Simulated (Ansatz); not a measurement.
# WSi2: uniaxial strain ε_xx = +2.00 %

Base system: WSi$_{2}$ (space group I4/mmm, No. 139; a = 3.185 Å, c = 7.773 Å; relaxed with 0.1 eV smearing). Axes: x, y, z lie along a, b, c of the conventional cell.

It is then changed as follows: uniaxial strain ε_xx = +2.00 %, all other strain components held at zero, atoms relaxed at fixed cell.

Level of theory: LDA, PAW, 420 eV (Ansatz, a first-principles code; no spin-orbit coupling). k-mesh 25×25×25 (Γ-centred); smearing 0.1 eV (Fermi–Dirac).

| quantity | base | changed | shift |
|---|---|---|---|
| volume per atom | 13.14 Å³ | 13.41 Å³ | +0.263 Å³ |
| space group | I4/mmm (No. 139) | Immm (No. 71) | – |
| shortest interatomic distance | 2.571 Å | 2.566 Å | -0.005 Å |
| energy relative to the base (free energy F) | 0 meV/atom | +7.1 meV/atom | +7.1 meV/atom |
| pressure (mean of the normal stresses, compression positive) | 0.0 GPa | -4.3 GPa | -4.3 GPa |
| band gap | zero | zero | – |
| stress (xx, yy, zz, yz, xz, xy; compression positive) | – | (-8.5, -2.5, -2.0, 0.0, 0.0, 0.0) GPa | – |

No phonon test of stability was made. All final runs are without spin polarisation.
